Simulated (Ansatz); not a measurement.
Hypothetical zinc blende HgO, response to strain

Base system: HgO in the zinc blende structure (space group F-43m, No. 216; a hypothetical phase, not in the database extracts checked).

```
HgO
1.0
    0.00000     2.59797     2.59797
    2.59797     0.00000     2.59797
    2.59797     2.59797     0.00000
O Hg
1 1
Cartesian
  3.89696   3.89696   3.89696
  0.00000   0.00000   0.00000
```

Cartesian axes are those of the cell as printed.

Strains are applied to the cell and any free atomic positions relax.

Method: PBEsol (Ansatz, a quantum-chemistry and plane-wave program, PAW, no spin-orbit coupling).

Candidates:
(a) isotropic strain −1.10 %
(b) strain tensor (xx, yy, zz, yz, xz, xy) = (+1.47, +0.17, +0.18, +0.62, −0.10, +1.09) %
(c) uniaxial strain ε_yy = −0.82 %

Notes on the quantities. energy relative to the base: free energy F.

Problem. Order them by energy relative to the base, lowest first.

Solution. (c) uniaxial strain ε_yy = −0.82 % (+0.3 meV/atom), (b) strain tensor (xx, yy, zz, yz, xz, xy) = (+1.47, +0.17, +0.18, +0.62, −0.10, +1.09) % (+1.6 meV/atom), (a) isotropic strain −1.10 % (+5.9 meV/atom)

Whether these cells are dynamically stable was not tested. All final runs are without spin polarisation.
